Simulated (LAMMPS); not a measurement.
MD of Ta (bcc) at zero pressure, 1024 atoms, as a liquid; each row is its own run.

Computed with classical MD, pair style meam, file library.meam (library.meam-Ta), run in LAMMPS.

```
T (K)  D(Ta) (cm²/s)
-----  -------------
1810         2.16e-6
2960         2.66e-5
3290         3.62e-5
3620         4.46e-5
4110         6.38e-5
5260        0.000119
```

Q: Fit an Arrhenius law, ln y = a + b / x, to these rows (x is the first column, y the second) and predict the run at x = 4610.

A: Least squares gives a = -6.9319 and b = -10990. The slope times kB gives an activation energy of 0.95 eV. At x = 4610 the fit predicts 8.99e-5 cm²/s. The run itself gave (8.7 ± 0.2) × 10^-5 cm²/s, so the fit is 2.7 % high.

Caution: the potential MEAM library.meam-Ta is a first-neighbour MEAM set with a 4 Å cutoff, used here without a parameter file and away from the static properties it was fitted to.

Caution (rows 1810; 2960): this liquid lies under the measured melting point of 3290 K, so it is undercooled or the potential melts low.

Caution: a run this short can hold a crystal over, or a liquid under, the potential's own melting point, which these runs don't give.

Caution (row 3620): enthalpy drifts during the constant-pressure average: a transition or slow ageing; fluctuation values are void.

Errors of D are the spread over four groups of atoms in one short run; a floor of about 5 %, a picked value, is safer.
